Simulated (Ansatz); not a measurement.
We look at the energy of the reaction as written. Reaction: 3 cell B → cell A. A negative value means that the right-hand side lies lower.

Cell A: a slab of composition Zn3O3, 6 atoms, hexagonal cell of 3.42 Å (10.1 Å²), symmetry P-6m2 within 0.02 Å, 4.6 Å thick under 16 Å of vacuum, in-plane vectors held at the given values, so it may be strained; planes from bottom to top: ZnO × 3; a model cell; spin state with PBE: run without spin, k-point mesh 10×10×1.
```
CELL_PARAMETERS angstrom
      3.42253     0.00000     0.00000
     -1.71127     2.96400     0.00000
      0.00000     0.00000    20.57000
ATOMIC_POSITIONS crystal
  Zn 0.33333 0.66667 0.39064
  O  0.66667 0.33333 0.38801
  O  0.33333 0.66667 0.50000
  Zn 0.66667 0.33333 0.50000
  Zn 0.33333 0.66667 0.60936
  O  0.66667 0.33333 0.61199
```

Cell B: a sheet of composition ZnO built on ZnO (wurtzite, P6₃mc) (0001), with 1 atoms on that crystal's sites, 2 atoms, hexagonal cell of 3.26 Å (9.2 Å²), symmetry P-6m2 within 0.02 Å, 0.0 Å thick under 16 Å of vacuum, in-plane vectors held at the crystal's; planes from bottom to top: ZnO, all atoms in one plane; spin state with PBE: run without spin, k-point mesh 10×10×1.
```
ZnO
1.0
    3.25532     0.00000     0.00000
   -1.62766     2.81919     0.00000
    0.00000     0.00000    16.00000
Zn O
1 1
Cartesian
  0.00000   1.87946   8.00000
  1.62766   0.93973   8.00000
```

All numbers come from Ansatz (an electronic-structure program), plane waves with PAW, its PAW set soft_1, cutoff 420 eV, 500 eV for r2SCAN. The structures are at rest with PBE+D3(BJ), within the held lattices; other levels are single points on them. HSE06 runs on coarser k-point meshes, mended by the PBE difference between the two meshes. Neutral cells; Fermi-Dirac smearing of at most 0.05 eV in the solids, energies taken to zero width. The lattices are those relaxed with PBE+D3(BJ) or held as stated, so at other levels the solids can be strained, which adds to the spread. A dispersion term (D3(BJ), or D4 for r2SCAN) was computed beside these levels and is taken off wherever the name lacks it. Static lattices, no vibrational contributions. The structures are the rest points that the relaxations reached, not proven lowest. No correction for cell size. The cells' k-point meshes differ in density, so the last digit is unsettled. Cell A has symmetry P-6m2 within 0.02 Å and got no random move, so less symmetric positions, which may lie lower, weren't tried. Cell B has symmetry P-6m2 within 0.02 Å and got no random move, so less symmetric positions, which may lie lower, weren't tried.

Give the value at the level HSE06.

-0.61 eV, for 3 cell B → cell A.

What do the other levels give, and how wide is the spread?


```
Level       value (eV)  less HSE06
----------  ----------  ----------
PBE              -0.54        0.07
PBE+D3(BJ)       -1.02       -0.41
r2SCAN           -0.93       -0.32
r2SCAN+D4        -1.12       -0.51
```

The levels shown span 0.58 eV, from r2SCAN+D4 (-1.12) to PBE (-0.54).
